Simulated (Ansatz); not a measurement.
## Cu (I4/mmm): band-structure transport figures

Data:

```
Cu
1.0
    0.00000     1.83567     1.78220
    1.83567     0.00000     1.78220
    1.83567     1.83567     0.00000
Cu
1
Direct
  0.00000   0.00000   0.00000
```

All values below come from PBEsol, rigid bands (plane waves, PAW, scalar-relativistic; Ansatz, a program for electronic structure). Condition of this run: biaxial strain xx = yy = +3 %, z clamped. Geometry: cell and atoms relaxed with PBEsol, then loaded as said.

The density of states at the Fermi level is 0.310 states/(eV·cell), both spins, the bare Sommerfeld coefficient is 0.73 mJ/(mol of atoms·K²) and the drude plasma energy is 8.8 eV. The root-mean-square Fermi velocity is 1.1e6 m/s and the resistivity times τ is 6.3 ×10⁻²² Ω·m·s. The resistivity times mean free path is 6.8 ×10⁻¹⁶ Ω·m².

A metal at this level (no band gap); rigid bands, thermally averaged at 300 K, both spins. Spin-orbit coupling is left out. τ is one relaxation time for all states; the product of resistivity and mean free path takes one path for all states instead.
